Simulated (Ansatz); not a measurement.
Relaxation of the outer planes of the (332) surface of bcc Mo in its 1x1 cell, outermost plane spacing 0.67 Å in the ideal cut.

Level of theory: PBE (plane waves to 420 eV, PAW; Ansatz, a first-principles code).

Set-up: 16 atoms, 10.1 Å thick at the start (thin: gaps and levels are the slab's own); mesh 9x7x1; 0.1 eV smearing; dipole correction on; all atoms relaxed; held to the start's symmetry, so lower structures may exist; no spin, no spin-orbit, no U.

| plane | atoms | bulk spacing to the next (Å) | relaxed spacing (Å) | change (%) | rumpling (Å) |
|---|---|---|---|---|---|
| 1 | Mo | 0.674 | … | … | 0.00 |
| 2 | Mo | 0.674 | 0.577 | -14.4 | 0.00 |

### Question
Fill in the missing entries.

### Answer

- 1, relaxed spacing (Å): 0.570
- 1, change (%): -15.4
